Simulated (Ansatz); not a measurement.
Base system: CdCu₂GeSe₄ (space group I-42m, No. 121; a = 5.730 Å, c = 11.024 Å).

Computed with PBEsol (Ansatz, a program for electronic structure), no SOC.

Strains are applied to the cell and any free atomic positions relax.

One change was made to it. Results:

The pressure (mean of the normal stresses, compression positive) goes from zero to 3.4 GPa; the energy rises by 10 meV/atom.

Task: Which of these changes matches the shifts?
A. isotropic strain −3.00 %
B. isotropic strain −2.25 %
C. isotropic strain −1.50 %
D. isotropic strain −0.75 %

Result: C, isotropic strain −1.50 %. For comparison, the energy relative to the base in the other runs: isotropic strain −2.25 % gives +23 meV/atom; isotropic strain −0.75 % gives +2.4 meV/atom; isotropic strain −3.00 % gives +43 meV/atom.

No phonon test of stability was made. All final runs are without spin polarisation. Gaps under 0.05 eV, about the width of the smearing, are given as zero.
